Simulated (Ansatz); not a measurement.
Base system: PbSe in the rock salt structure (space group Fm-3m, No. 225; a = 6.1016 Å).

Method: PBEsol (Ansatz, a first-principles code; PAW; 420 eV plane waves; no spin-orbit coupling).

Base values:

* **Pressure**: 0.00 GPa

One thing is altered: the cell is scaled by 0.9750 in all directions; the atoms relax in the strained cell.

Question: What happens to the energy relative to the base?

Answer: The energy grows by 29 meV/atom.

Question: Estimate the effect on the pressure.

Answer: The pressure goes from zero to 4.79 GPa.

Whether these cells are dynamically stable was not tested.
